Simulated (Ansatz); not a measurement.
CsCl-type NiAl, treated with RPBE (plane waves, PAW; Ansatz, a program for electronic structure).

Run with plane-wave cutoff 520 eV, 20×20×20 k mesh, Fermi–Dirac smearing 0.05 eV, no spin polarisation, scalar-relativistic PAW data made under PBE.

Equation-of-state points:

```csv
V (Å³/atom),E − E_lowest (meV/atom)
11.658,23.27
11.906,9.97
12.154,2.40
12.402,0.00
12.650,2.23
12.898,8.61
13.146,18.73
```

Task: Fit the third-order Birch–Murnaghan equation and give B0 and B′.

Result: V0 = 12.402 Å³/atom, B0 = 149 GPa, B′ = 4.4 (fit to the energies at full precision).

Measured, for comparison: bulk modulus 156 GPa (room temperature, no zero-point or thermal correction; as tabulated in Yamada et al. (2019), arXiv:1910.09660); equilibrium volume per atom 11.97 Å³/atom (extrapolated to 0 K, zero-point anharmonic expansion removed (Haas, Tran, Blaha 2009); as tabulated in Levämäki et al. (2014), arXiv:1402.3671). Computed (rounded) less measured: bulk modulus -4 %, equilibrium volume per atom +3.6 %.

Computed values are for the static lattice.

Computing time: very roughly 90 core-seconds.
